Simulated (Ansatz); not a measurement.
We consider Ba2YHO3 (model structure, Immm, No. 71, 7 atoms in the cell), described by r²SCAN (Ansatz, a first-principles code, plane waves, PAW).

Numerical settings: plane-wave cutoff 560 eV, 12×12×12 k mesh, Fermi–Dirac smearing 0.01 eV, scalar-relativistic PAW data made under PBE.

Cell (relaxed with PBEsol):

```yaml
crystal:
  lattice:
    - [-2.17356, 2.06679, 6.80267]
    - [2.17356, -2.06679, 6.80267]
    - [2.17356, 2.06679, -6.80267]
  atoms:
    - { symbol: Y, position: [0.00000, 0.00000, 0.00000] }
    - { symbol: O, position: [0.00000, 0.50000, 0.50000] }
    - { symbol: H, position: [0.50000, 0.00000, 0.50000] }
    - { symbol: O, position: [0.16438, 0.16438, 0.00000] }
    - { symbol: O, position: [0.83562, 0.83562, 0.00000] }
    - { symbol: Ba, position: [0.34837, 0.34837, 0.00000] }
    - { symbol: Ba, position: [0.65163, 0.65163, 0.00000] }
```

**Question.** What does this level give for the band gap and direct gap at Γ?

**Answer.** 
band gap: 3.56 eV
direct gap at Γ: 3.78 eV

Note: the relaxation could raise the start's symmetry but not lower it, so the cell can be a saddle point; cell and atoms aren't relaxed at this level (pressure 2.4 GPa).

Spin–orbit coupling is not included.

The result took about 4 core-minutes (a rough figure).

A model structure was made by putting elements into a prototype or built by hand; it is no filed structure, need not be a known phase, and can be a saddle point held by its symmetry.
